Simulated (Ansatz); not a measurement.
# Response to strain in BaTiO3

Start from BaTiO3 in the cubic perovskite structure (space group Pm-3m, No. 221).

```
BaTiO3
1.0
    3.93456     0.00000     0.00000
    0.00000     3.93456     0.00000
    0.00000     0.00000     3.93456
Ba Ti O
1 1 3
Direct
  0.00000   0.00000   0.00000
  0.50000   0.50000   0.50000
  0.50000   0.00000   0.50000
  0.00000   0.50000   0.50000
  0.50000   0.50000   0.00000
```

Strains are applied to the cell and any free atomic positions relax.

All numbers come from LDA/PAW in Ansatz (a quantum-chemistry and plane-wave program), no spin-orbit coupling.

| isotropic strain (%) | band gap (eV) |
|---|---|
| 0 | 1.83 |
| 0.6 | 1.79 |
| 1.2 | 1.76 |
| 2.4 | ? |
| 3 | 1.65 |

Q: Fit E_g = E₀ + Dε (ε in %) to the rows shown and predict the withheld row.

A: Least squares on the printed values gives E₀ = 1.83 eV, D = -59.5 meV per % of strain (largest residual 0.00 eV); this predicts 1.69 eV, and the run gives 1.69 eV, in agreement.

No phonon test of stability was made. The final runs are not spin-polarised. Many cubic perovskites are stable only at high temperature; tilts and polar distortions were not tested. This is not the structure that BaTiO3 has at room temperature and ambient pressure.
